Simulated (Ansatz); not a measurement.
What biaxial strain +4.44 %, plane normal [111], relaxed out of plane does to TiC

Start from TiC in the rock salt structure (space group Fm-3m, No. 225; a = 4.3278 Å; relaxed with 0.1 eV smearing). Axes: x, y, z lie along the cube axes.

One thing is altered: biaxial strain +4.44 %, plane normal [111], relaxed out of plane (Cartesian); in-plane vectors clamped, the third vector and the atoms free.

Calculations: r2SCAN in Ansatz (plane waves to 500 eV, PAW, no SOC). Settings: 23×23×23 k-points, 0.1 eV Fermi–Dirac smearing.

- Volume per atom: 10.79 Å³ (base 10.13 Å³)
- Space group: R-3m (No. 166) (base Fm-3m (No. 225))
- Energy relative to the base (free energy F): +66 meV/atom
- Pressure (mean of the normal stresses, compression positive): -14.5 GPa (base 0.0 GPa)
- Band gap: zero (base zero)
- Out-of-plane strain: -2.37 %
- Ratio −ε⊥/ε∥: 0.53

Whether these cells are dynamically stable was not tested. The final runs are not spin-polarised.

Ansatz is a first-principles code.
